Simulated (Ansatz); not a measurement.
Worked example: relaxation of the atoms of V₃Sn (Pmm2, 8 atoms in the cell) in Ansatz (a first-principles code).

Method: LDA (PW92), default PAW files made with PBE (plane waves; Ansatz).

The change in words: one atom moved by 0.15 angstrom; relax: default → atoms; relax.f_tol: default → 0.001 eV/Å. Reference geometry:
```yaml
crystal:
  lattice:
    - [4.96328, 0.00000, 0.00000]
    - [0.00000, 4.96328, 0.00000]
    - [0.00000, 0.00000, 4.96328]
  atoms:
    - { symbol: V, position: [0.50000, 0.25000, 0.00000] }
    - { symbol: V, position: [0.50000, 0.75000, 0.00000] }
    - { symbol: V, position: [0.25000, 0.00000, 0.50000] }
    - { symbol: V, position: [0.75000, 0.00000, 0.50000] }
    - { symbol: V, position: [0.00000, 0.50000, 0.25000] }
    - { symbol: V, position: [0.00000, 0.50000, 0.75000] }
    - { symbol: Sn, position: [0.50000, 0.50000, 0.50000] }
    - { symbol: Sn, position: [0.00000, 0.00000, 0.00000] }
```

Reference input (self-consistent single point, DFT, LDA (PW92), plane waves, default PAW files made with PBE): basis.ecutwfc = 420 eV; kpoints.mp_grid.grid = 7 7 7; hamiltonian.xc = lda; hamiltonian.pseudopotentials = {kind: paw} (the program's default PAW files); scf.occupations.method = gaussian; scf.occupations.width = 0.1 eV. This run's input differs from it in these lines:

```diff
@@ -8,3 +8,3 @@
     - { symbol: V, position: [0.50000000, 0.75000000, 0.00000000] }
-    - { symbol: V, position: [0.25000000, 0.00000000, 0.50000000] }
+    - { symbol: V, position: [0.28022200, 0.00000000, 0.50000000] }
     - { symbol: V, position: [0.75000000, 0.00000000, 0.50000000] }
@@ -23,2 +23,4 @@
   occupations: { method: gaussian, width: 0.1 eV }
+relax:
+  f_tol: 0.001
 output:
```

Output (repeated stretches shortened):

```
   [... SCF lines of the steps left out ...]
relax step   1: F+E_penalty+E_count = -28922.29955522 eV  Δ(F+E_penalty+E_count) = +0.000e0 eV  max|allowed force component| = 6.441e-1 eV/Å  Δτ_max = 0.0000 Å  (7 SCF iters, dr2 threshold 1.00e-7 eV, accepted)
relax step   2: F+E_penalty+E_count = -28922.28116798 eV  Δ(F+E_penalty+E_count) = +1.839e-2 eV  max|allowed force component| = 7.142e-1 eV/Å  Δτ_max = 0.1372 Å  (6 SCF iters, dr2 threshold 2.59e-5 eV, rejected (line search))
   [... lines left out ...]
relax step   5: F+E_penalty+E_count = -28922.34587358 eV  Δ(F+E_penalty+E_count) = -2.672e-3 eV  max|allowed force component| = 3.953e-3 eV/Å  Δτ_max = 0.0308 Å  (6 SCF iters, dr2 threshold 1.70e-6 eV, accepted)
relax step   6: F+E_penalty+E_count = -28922.34587375 eV  Δ(F+E_penalty+E_count) = -1.709e-7 eV  max|allowed force component| = 3.911e-3 eV/Å  Δτ_max = 0.0000 Å  (6 SCF iters, accepted)
relax step   7: F+E_penalty+E_count = -28922.34587672 eV  Δ(F+E_penalty+E_count) = -2.966e-6 eV  max|allowed force component| = 7.819e-5 eV/Å  Δτ_max = 0.0009 Å  (6 SCF iters, accepted)
the relaxation is at rest under the 4 symmetry operations that the run kept from its start: a minimum is not shown …
Free energy (F): -28922.345877 eV
Internal energy: -28922.274837 eV  (E = F + TS)
E sigma→0 (E₀):  -28922.310357 eV
Entropy (-TS):   -0.071040 eV (-8.880 meV/atom)
Fermi energy:    15.629922 eV
--- Forces (eV/Å), atoms counted from 1 ---
  atom   1  V     -0.00001334     0.00000007     0.00000000
  atom   2  V     -0.00001334    -0.00000007     0.00000000
  atom   3  V     -0.00005060     0.00000000     0.00000000
  atom   4  V      0.00007796     0.00000000     0.00000000
  atom   5  V     -0.00002075     0.00000000    -0.00005571
   [... lines left out ...]
    - { symbol: V, position: [0.753773169885238, 0.0, 0.49999999999999994] }
    - { symbol: V, position: [0.0037789322145592367, 0.49999999999999994, 0.2500033947985597] }
    - { symbol: V, position: [0.0037789322145592367, 0.49999999999999994, 0.7499966052014403] }
    - { symbol: Sn, position: [0.5037784768280055, 0.49999999999999994, 0.49999999999999994] }
    - { symbol: Sn, position: [0.00377667984180308, 0.0, 0.0] }
```

The run converged.  The full log also holds: “iter 5 did not close the SCF: its close was put off for the readings that it lacked (scf_convergence_deferred on its scf_iter line)”. The full log also holds: “iter 5 did not close the SCF: its close was put off for the readings that it lacked (scf_convergence_deferred on its scf_iter line)”.

Summary of the result:
| Quantity | Result |
|---|---|
| Free energy E − TS (on the zero of these files) | -28922.3459 eV |
| Fermi level (on the code's own zero) | 15.63 eV |
| Pressure | -11.20 GPa |
| Relaxation steps | 7 |

The starting cell comes from a database of computed structures (which also holds hypothetical and non-ambient phases and stackings), without a prior relaxation at this level. Its lattice was rescaled by up to half a per cent. For this run, on top of that: one atom moved by 0.15 angstrom. Spin polarisation is off. The relaxation keeps the symmetry of its start, so its end need not be a minimum. Ansatz's pressure includes its estimate of the finite-basis (Pulay) stress.

Cost on one core of a shared machine: roughly 7 min.

Keys are those of Ansatz 0.2.
